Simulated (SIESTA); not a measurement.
Input and output of a self-consistent single point for Ti2Fe2H3 (P1, 7 atoms in the cell) (SIESTA).

Level of theory: GGA PBEsol, numerical atomic orbitals DZP, PseudoDojo PBEsol standard norm-conserving potentials (rewritten from UPF to PSML) run with SIESTA.

```yaml
crystal:
  lattice:
    - [4.46743, 0.00000, 0.00000]
    - [0.00000, 2.75172, 0.00000]
    - [-0.17045, 0.00000, 4.80448]
  atoms:
    - { symbol: Ti, position: [0.29006, 0.50327, 0.68989] }
    - { symbol: Ti, position: [0.80582, 0.50371, 0.30524] }
    - { symbol: Fe, position: [0.78292, 0.00116, 0.82759] }
    - { symbol: Fe, position: [0.29618, 0.98667, 0.17634] }
    - { symbol: H, position: [0.47240, 0.51365, 0.05523] }
    - { symbol: H, position: [0.97029, 0.49304, 0.94128] }
    - { symbol: H, position: [0.54634, 0.99852, 0.50441] }
```

Reference input (self-consistent single point, DFT, GGA PBEsol, numerical atomic orbitals DZP, PseudoDojo PBEsol standard norm-conserving potentials (rewritten from UPF to PSML)): XC.functional = GGA; XC.authors = PBEsol; potentials = PseudoDojo PBEsol standard; PAO.BasisSize = DZP; PAO.EnergyShift = 0.005 Ry; MeshCutoff = 300 Ry; kgrid.MonkhorstPack = 5 8 5; OccupationFunction = MP; OccupationMPOrder = 1; ElectronicTemperature = 580.23 K; MaxSCFIterations = 150; SCF.Mixer.Method = Pulay. This run's input differs from it in these lines:

```diff
@@ -40,3 +40,3 @@
 OccupationMPOrder            1
-ElectronicTemperature        580.23 K
+ElectronicTemperature        9283.61 K
```

Log, with long lists cut:

```
        iscf     Eharris(eV)        E_KS(eV)     FreeEng(eV)     dDmax    Ef(eV) dHmax(eV)
   scf:    1    -9963.409093   -10060.775873   -10060.824512  1.207165 -5.158093 24.038191
   scf:    2    -9809.360635   -10017.709446   -10017.567496  1.088676 -6.877030 32.067602
   scf:    3   -10101.750286   -10087.185194   -10087.040655  0.535835 -6.257521  5.129343
   scf:    4   -10037.193128   -10073.376189   -10073.391341  0.511051 -6.812470 20.685012
   scf:    5   -10087.036422   -10082.567725   -10082.565317  0.201827 -6.838447  9.678899
   [... 7 lines left out ...]
   scf:   13   -10088.895761   -10088.895833   -10088.819431  0.000174 -6.779274  0.006307
   scf:   14   -10088.895661   -10088.895747   -10088.819434  0.000223 -6.779485  0.003266
   scf:   15   -10088.895688   -10088.895717   -10088.819434  0.000118 -6.779584  0.001254
   scf:   16   -10088.895686   -10088.895702   -10088.819434  0.000053 -6.779640  0.000977
SCF Convergence by DM+H criterion
max |DM_out - DM_in|         :     0.0000529399
max |H_out - H_in|      (eV) :     0.0009771517
SCF cycle converged after 16 iterations

Using DM_out to compute the final energy and forces

siesta: E_KS(eV) =           -10088.8957

siesta: E_KS - E_eggbox =    -10088.8957

siesta: Atomic forces (eV/Ang):
     1   -0.124492   -0.061545    0.055515
     2    0.174598   -0.052118    0.076725
     3    0.102476   -0.141408   -0.308809
     4   -0.006240    0.416614    0.241890
     5   -0.118401   -0.293917   -0.104476
     6   -0.088921    0.103110    0.043223
     7    0.059840    0.023514   -0.000102
   Tot   -0.001140   -0.005750    0.003965
   Max    0.416614
   Res    0.162612    sqrt( Sum f_i^2 / 3N )
   Max    0.416614    constrained

   [... lines left out ...]
siesta: FreeEng =    -10088.819434
siesta: Cell volume =         59.061995 Ang**3
siesta:         -99.61676695        -93.46636276  kBar
   [... lines left out ...]
   7  1.248   0.547   0.518   0.046   0.070   0.067

mulliken: Qtot =       59.000

Mulliken Atomic Populations:
Atom #   charge [q] valence [e]  Species
     1     0.110702   11.889298  Ti
     2     0.090208   11.909792  Ti
     3     0.345622   15.654378  Fe
     4     0.373092   15.626908  Fe
     5    -0.350131    1.350131  H
     6    -0.321325    1.321325  H
     7    -0.248167    1.248167  H
 Total    -0.000000
```

The run converged in 16 iterations. Against the reference run the free energy goes up by 2.5 meV/atom, the pressure goes from -9.55 to -9.96 GPa and the largest force goes from 0.527 to 0.482 eV/Å.

The starting cell comes from a database of computed structures (which also holds hypothetical and non-ambient phases and stackings), without a prior relaxation at this level. Its atoms were displaced at random from the sites of space group no. 6. Spin polarisation is off. Values carry the incompleteness of an atom-centred basis. With a pressure of about -10 GPa the cell is away from its equilibrium volume at this level.

Cost on one core of a shared machine: roughly 2 min.
